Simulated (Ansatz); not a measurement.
Cubic perovskite CsPbBr3 (cubic high-temperature phase) was calculated with r²SCAN+rVV10 (Ansatz, a quantum-chemistry and plane-wave program, PAW).

Run with plane-wave cutoff 500 eV, 8×8×8 k mesh, Fermi–Dirac smearing 0.05 eV, scalar-relativistic PAW data made under PBE.

Computed at the level's own relaxed cell.

Task: Predict the equilibrium volume per atom, lattice parameter a and band gap.

Result: 
- equilibrium volume per atom: 40.67 Å³/atom
- lattice parameter a: 5.881 Å
- band gap: 1.88 eV (on the SCF k mesh)

Note: the relaxation could not lower the start's symmetry, so the cell can be a saddle point above a distorted one.

Spin–orbit coupling is not included; with these elements it can move the gap by several tenths of an eV or more.

Computed values are for the static lattice.
